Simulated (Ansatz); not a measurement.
Start from ScAl₃ in the Cu3Au type structure (space group Pm-3m, No. 221; a = 4.072 Å; relaxed with 0.1 eV smearing). Axes: x, y, z lie along the cube axes.

Method: PBEsol in Ansatz (plane waves to 420 eV, PAW, no SOC), earlier PAW set.

Modification: tensor shear ε_xz = +1.46 % (engineering shear γ = 0.0292), atoms relaxed at fixed cell.

Q: Predict the new energy relative to the base.

A: The energy increases by 3.4 meV/atom.

Q: What does the calculation give for the stress after the change?

A: The stress (xx, yy, zz, yz, xz, xy; compression positive) amounts to (0.2, 0.0, 0.2, 0.0, -2.2, 0.0) GPa.

The cells carry an imposed strain or load. Stability against distortions was not tested. The final runs are not spin-polarised.

Ansatz is a first-principles code.
